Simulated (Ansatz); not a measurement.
SrHfN2 (R-3m, No. 166, 4 atoms in the cell; start mp-9383), treated with r²SCAN+rVV10 (Ansatz, an electronic-structure program, plane waves, PAW).

Run with plane-wave cutoff 560 eV, 12×12×12 k mesh, Fermi–Dirac smearing 0.01 eV, scalar-relativistic PAW data made under PBE.

Cell (relaxed at this level):

```yaml
crystal:
  lattice:
    - [1.66575, 0.96172, 5.88913]
    - [-1.66575, 0.96172, 5.88913]
    - [0.00000, -1.92344, 5.88913]
  atoms:
    - { symbol: Sr, position: [0.00000, 0.00000, 0.00000] }
    - { symbol: Hf, position: [0.50000, 0.50000, 0.50000] }
    - { symbol: N, position: [0.23294, 0.23294, 0.23294] }
    - { symbol: N, position: [0.76706, 0.76706, 0.76706] }
```

### Question
Give the computed band gap and direct gap at Γ.

### Answer

* **band gap**: 0.59 eV (on the SCF k mesh)
* **direct gap at Γ**: 2.80 eV

Note: the relaxation could not lower the start's symmetry, so the cell can be a saddle point above a distorted one.

Spin–orbit coupling is not included.

The computed numbers hold no vibrational or temperature effects.

A start named mp-… is a Materials Project structure, which need not be a measured phase.
